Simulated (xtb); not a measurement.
xtb 6.7.1, GFN2-xTB: Be(Cl)(Et) (C[CH2][Be][Cl]), 9 atoms. The geometry is a generated start, not checked to be a minimum at this level.

```
Item                      Result
-----------------  -------------
run flags                 --grad
method                  GFN2-xTB
--acc                1 (default)
--etemp (K)        300 (default)
basis functions               27
valence electrons             22
```

```xyz
9

Be     0.8342     0.6730     1.3440
Cl     1.6582     1.8807     2.3207
C      0.0122    -0.5176     0.3687
C     -0.4746    -0.0174    -1.0067
H     -0.8662    -0.9353     0.8680
H      0.6308    -1.3977     0.1704
H      0.3600     0.3083    -1.6240
H     -1.1598     0.8192    -0.9015
H     -0.9947    -0.8131    -1.5396
```

One run each on 1 thread. Values of broydamp tried: 0.02, 0.05, 0.1, 0.2, 0.4 (default), 0.6, 0.8, 1.

How does the count of SCC iterations change with broydamp, and where is it least?

Fewest SCC iterations: 0.1 with 17. The count rises to 27 at 1. All converge to one solution.

```tsv
broydamp	SCC iterations	end
0.02	24	same solution
0.05	19	same solution
0.1	17	same solution
0.2	19	same solution
0.4 (default)	19	same solution
0.6	22	same solution
0.8	26	same solution
1	27	same solution
```
